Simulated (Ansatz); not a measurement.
**A computed series for Ta: pressure series**

The parent structure is Ta in the bcc (W type) structure (space group Im-3m, No. 229; a = 3.282 Å).

Cell and atoms are relaxed at each pressure.

Calculations: plane-wave PAW DFT at the PBEsol level (Ansatz, a quantum-chemistry and plane-wave program, 420 eV), spin-orbit coupling left out, earlier PAW set.

Notes on the quantities. enthalpy: H = E + PV relative to the base's energy.

| case | enthalpy | shortest interatomic distance |
|---|---|---|
| base | – | 2.842 Å |
| pressure −2 GPa | -0.22 eV/atom | 2.852 Å |
| pressure −1 GPa | -0.11 eV/atom | 2.847 Å |
| pressure 0.9 GPa | +0.10 eV/atom | 2.838 Å |
| pressure 2.1 GPa | +0.23 eV/atom | 2.833 Å |
| pressure 4.5 GPa | +0.49 eV/atom | 2.823 Å |
| pressure 9 GPa | +0.97 eV/atom | 2.805 Å |
| pressure 15 GPa | +1.60 eV/atom | 2.782 Å |
| pressure 22.5 GPa | +2.37 eV/atom | 2.757 Å |
| pressure 30 GPa | +3.11 eV/atom | 2.734 Å |

Load acts through the strain it causes; cell and atoms are relaxed under it. No phonon test of stability was made. No other phases were tried under pressure. The final runs are not spin-polarised.
